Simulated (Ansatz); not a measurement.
Consider C (space group Pm-3n, No. 223; a = 3.877 Å; a hypothetical phase, not in the database extracts checked).

(Cell as relaxed with PBE.)

Levels (all Ansatz, a quantum-chemistry and plane-wave program, PAW): PBE (420 eV, spin-orbit coupling left out); PBEsol (420 eV, no spin-orbit coupling).

Each level relaxes its own structure.

```
base                     PBE   PBEsol
-------------------  -------  -------
volume per atom      7.28 Å³  6.96 Å³
lattice parameter a  3.877 Å  3.818 Å
band gap                zero     zero
```

Perturbation: a hydrostatic pressure of 5 GPa.

```
quantity                 PBE  PBEsol
-------------------  -------  ------
lattice parameter a  3.836 Å       …
band gap                zero       …
```

Problem. Given the PBE results, estimate those of PBEsol.

Solution. 
- lattice parameter a, PBEsol: 3.783 Å
- band gap, PBEsol: zero

PBE's lattice parameter a lies 0.053 Å above PBEsol's (1.4 %); the two agree on the band gap. Neither level is exact; PBEsol is the comparison here, not a measurement.

Load acts through the strain it causes; cell and atoms are relaxed under it. No phonon test of stability was made. No other phases were tried under pressure.
